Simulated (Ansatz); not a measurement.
# SiO2: pressure series

Consider SiO₂ (space group P3_121, No. 152).

```
SiO2
1.0
    4.94845     0.00000     0.00000
   -2.47422     4.28548     0.00000
    0.00000     0.00000     5.44126
Si O
3 6
Direct
  0.47027   0.00000   0.83333
  0.00000   0.47027   0.16667
  0.52973   0.52973   0.50000
  0.41249   0.26711   0.71463
  0.73289   0.14539   0.04796
  0.85461   0.58751   0.38129
  0.14539   0.73289   0.95204
  0.26711   0.41249   0.28537
  0.58751   0.85461   0.61871
```

Cell and atoms are relaxed at each pressure.

Level of theory: plane-wave PAW DFT at the PBEsol level (Ansatz, a quantum-chemistry and plane-wave program, 420 eV), no spin-orbit coupling, earlier PAW set.

Candidates:
(a) pressure 3 GPa
(b) pressure 30 GPa
(c) pressure −1 GPa
(d) pressure −2 GPa

For the base:

```
Property    Value
--------  -------
Band gap  5.72 eV
```

**Question.** Order them by band gap, highest first.

**Answer.** (b) pressure 30 GPa (6.69 eV), (a) pressure 3 GPa (5.92 eV), (c) pressure −1 GPa (5.64 eV), (d) pressure −2 GPa (5.51 eV)

Load acts through the strain it causes; cell and atoms are relaxed under it. Whether these cells are dynamically stable was not tested. Competing high-pressure phases were not computed.
